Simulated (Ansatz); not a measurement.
**GaSb, response to strain**

The parent structure is GaSb in the zinc blende structure (space group F-43m, No. 216).

```
GaSb
1.0
    0.00000     3.06618     3.06618
    3.06618     0.00000     3.06618
    3.06618     3.06618     0.00000
Ga Sb
1 1
Cartesian
  0.00000   0.00000   0.00000
  1.53309   1.53309   1.53309
```

Cartesian axes are those of the cell as printed.

Strains are applied to the cell and any free atomic positions relax.

Computed with Ansatz (a quantum-chemistry and plane-wave program), r2SCAN, PAW, cutoff 500 eV, no spin-orbit coupling.

Notes on the quantities. energy relative to the base: free energy F; pressure: mean of the normal stresses, compression positive.

```tsv
change	energy relative to the base	band gap	shortest interatomic distance	electron mass	pressure
base	0 meV/atom	0.41 eV	2.655 Å	0.023 mₑ (at Γ)	0.01 GPa
uniaxial strain ε_zz = −3.00 %	+7.2 meV/atom	0.52 eV	2.629 Å	0.030 mₑ along z, 0.036 mₑ across (at Γ)	1.74 GPa
uniaxial strain ε_zz = −2.50 %	+5.0 meV/atom	0.50 eV	2.633 Å	0.028 mₑ along z, 0.034 mₑ across (at Γ)	1.43 GPa
uniaxial strain ε_zz = −2.00 %	+3.2 meV/atom	0.48 eV	2.638 Å	0.027 mₑ along z, 0.032 mₑ across (at Γ)	1.13 GPa
uniaxial strain ε_zz = −1.50 %	+1.8 meV/atom	0.46 eV	2.642 Å	0.026 mₑ along z, 0.030 mₑ across (at Γ)	0.84 GPa
uniaxial strain ε_zz = −1.00 %	+0.8 meV/atom	0.45 eV	2.647 Å	0.025 mₑ along z, 0.028 mₑ across (at Γ)	0.56 GPa
uniaxial strain ε_zz = −0.50 %	+0.2 meV/atom	0.43 eV	2.651 Å	–	0.28 GPa
```

With Sb present, leaving out spin-orbit coupling can change the band edges. Masses are band curvatures over ±0.01 Å⁻¹ around the edge. No phonon test of stability was made.
